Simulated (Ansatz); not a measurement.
```
CELL_PARAMETERS angstrom
      2.89595     0.00000     0.00000
      0.00000     2.89595     0.00000
      0.00000     0.00000     2.89595
ATOMIC_POSITIONS crystal
  Ti 0.00000 0.00000 0.00000
  Co 0.50000 0.50000 0.50000
```
Moments meant for the start (each program seeds them in its own way; μB, in the order of the atoms Ti Co): 1.0 3.0.

Level of theory: PBE (plane waves, PAW; Ansatz, a quantum-chemistry and plane-wave program).

The set-up and first iterations of an Ansatz log for TiCo (Pm-3m, 2 atoms in the cell):

```
WARN ansatz: RAYON_NUM_THREADS=1 ignored (pool sized by the plan → 1); use --threads N
Pseudopotentials: kind: paw
Pseudopotential: Ti, paw, valence charge 12
Pseudopotential: Co, paw, valence charge 17
Crystal: 2 atoms, lattice volume = 24.287 Å³
Basis set: ecut = 420 eV, 461 PW (Γ), exchange–correlation on 40×40×40 points (8 copies of the dense FFT grid, shifted against one another)
Bands: 21, of which v1, the nominal top of the filled ones, is band 15 counted from 1 (14 counted from 0)
Symmetry: 48 space group operations
Space group: Pm-3m (ITA 221), of the structure as read, at distance tolerance 2.9e-5 Å
Magnetic group: BNS 221.92 (UNI 1594), of the structure as read, at distance tolerance 2.9e-5 Å
k-points: 35 of 512
Initial density: superposition of atomic densities (chi_scale 0.1, normalization cell)
Starting moments: Σ|m| = 4 μB on 2 of 2 sites
Initial wavefunctions: pseudopotential atomic-orbital guess
Eigensolver: davidson
Functional: x = pbe(κ = 0.804, μ = 0.2195149727645171), c = pbe(β = 0.06672455060314922)
SCF iter   1: F=—  HF=-7627.068165 eV  |F-HF|=—  |Δ(HF+E_count)|=         —  Δρ=2.17e-1 (↑2.17e-1 ↓1.30e-1)  dr2=2.04e0  dr2_m=6.42e0  M=0.973 μB ∫|m|=1.277 μB  β_m=0.30  ethr=3.10e-3  ⟨swp⟩=4.0  Hψ=5387  notcnv=0
Mixer restart at iter 1: flushing history
all-band conjugate gradients solve this SCF's bands
preconditioner: auto → none
SCF iter   2: F=—  HF=-7625.968367 eV  |F-HF|=—  |Δ(HF+E_count)|=    1.10e0  Δρ=1.27e-1 (↑1.27e-1 ↓1.21e-1)  dr2=7.36e-1  dr2_m=3.25e0  M=0.981 μB ∫|m|=1.221 μB  β_m=0.59  ethr=3.10e-3  ⟨swp⟩=2.6  Hψ=2757  notcnv=0  defer=92
SCF iter   3: F=—  HF=-7628.120171 eV  |F-HF|=—  |Δ(HF+E_count)|=    2.15e0  Δρ=1.77e-1 (↑1.77e-1 ↓1.02e-1)  dr2=1.31e1  dr2_m=3.68e-1  M=0.799 μB ∫|m|=1.015 μB  β_m=0.35  ethr=2.54e-3  ⟨swp⟩=3.7  Hψ=3530  notcnv=0  defer=92  recentre
SCF iter   4: F=—  HF=-7626.354228 eV  |F-HF|=—  |Δ(HF+E_count)|=    1.77e0  Δρ=2.92e-2 (↑2.00e-2 ↓2.92e-2)  dr2=3.74e-2  dr2_m=1.29e-1  M=0.918 μB ∫|m|=1.073 μB  β_m=0.44  ethr=2.54e-3  ⟨swp⟩=3.0  Hψ=3607  notcnv=0  defer=85
SCF iter   5: F=—  HF=-7626.475025 eV  |F-HF|=—  |Δ(HF+E_count)|=   1.21e-1  Δρ=1.26e-2 (↑2.07e-3 ↓1.26e-2)  dr2=2.08e-2  dr2_m=1.07e-2  M=0.841 μB ∫|m|=0.994 μB  β_m=0.72  ethr=1.29e-4  ⟨swp⟩=2.0  Hψ=2779  notcnv=0  defer=87
   [... lines left out ...]
```

Task: How does the run end?

Result: The run converged in 29 iterations. Convergence of the loop says nothing yet on basis, mesh or lower states. It ends on: free energy E − TS (on the zero of these files) -7626.5018 eV; Fermi level (on the code's own zero) 18.52 eV; pressure 16.28 GPa; size of the cell's spin moment 0.00 μB. The log goes on:

```
   [... lines left out ...]
SCF iter  28: F=-7626.501783 eV  HF=-7626.501783 eV  |F-HF|=1.91e-10  |Δ(HF+E_count)|=   9.43e-9  Δρ=1.14e-6 (↑3.49e-7 ↓1.14e-6)  dr2=2.54e-10  dr2_m=8.99e-11  M=-0.000 μB ∫|m|=0.000 μB  β_m=0.99  ethr=2.23e-10  ⟨swp⟩=2.0  Hψ=1849  notcnv=0  defer=86
SCF iter  29: F=-7626.501783 eV  HF=-7626.501783 eV  |F-HF|=3.29e-10  |Δ(HF+E_count)|=  1.36e-10  Δρ=7.20e-7 (↑5.35e-7 ↓7.20e-7)  dr2=3.57e-10  dr2_m=2.96e-12  M=0.000 μB ∫|m|=0.000 μB  ethr=1.00e-12  ⟨swp⟩=6.0  Hψ=5476  notcnv=0
SCF 1 converged in 29 iterations: F = -7626.501783 eV  dr2 = 3.57e-10
WARN: the starting moments were not kept: the SCF closed with an absolute magnetisation of 1.0e-5 μB, where they sum to 4 μB in size (2 sites) …
Magnetization: 0.0000 μB (14.5000 up, 14.5000 down)
   [... lines left out ...]
Absolute magnetization: 0.0000 μB (∫|ρ↑−ρ↓|, with the PAW one-centre terms)
Free energy (F): -7626.501783 eV
Fermi energy:    18.516018 eV
   [... lines left out ...]
--- Forces (eV/Å), atoms counted from 1 ---
  atom   1  Ti    -0.00000000     0.00000000     0.00000000
  atom   2  Co     0.00000000    -0.00000000    -0.00000000
--- Stress (GPa, compression-positive) ---
       16.283830       0.000000       0.000000
       -0.000000      16.283830       0.000000
        0.000000       0.000000      16.283830
  P = ⅓ Tr σ = 16.2838 GPa (162.838 kbar)
  The stress holds the Pulay correction. Without it, at fixed plane waves, as pw.x and ABINIT print it: P = 16.1974 GPa
```

For comparison: a first run was changed to give this one (lattice scaled by 0.98), and from it to this one the free energy rises by 50.6 meV/atom, the pressure goes from 6.07 to 16.28 GPa and the size of the net moment goes from 0.46 to 0.00 μB/atom.

The starting cell comes from a database of computed structures (which also holds hypothetical and non-ambient phases and stackings), without a prior relaxation at this level. Its lattice was rescaled by a random factor within 2.5 % of one. For this run, on top of that: lattice scaled by 0.98. The starting moments vanished: the run ended non-magnetic, which need not be the lowest state. The program warned that a starting moment was not kept. With a pressure of about 16 GPa the cell is away from its equilibrium volume at this level. Ansatz's pressure includes its estimate of the finite-basis (Pulay) stress.

The run was DFT, PBE, plane waves, default PAW files. Main settings of its input:

* **basis.ecutwfc**: 420 eV
* **kpoints.mp_grid.grid**: 8 8 8
* **hamiltonian.xc**: pbe
* **hamiltonian.pseudopotentials**: {kind: paw} (the program's default PAW files)
* **magnetization.spin_polarized**: true
* **scf.occupations.method**: gaussian
* **scf.occupations.width**: 0.1 eV

Keys are those of Ansatz 0.2.
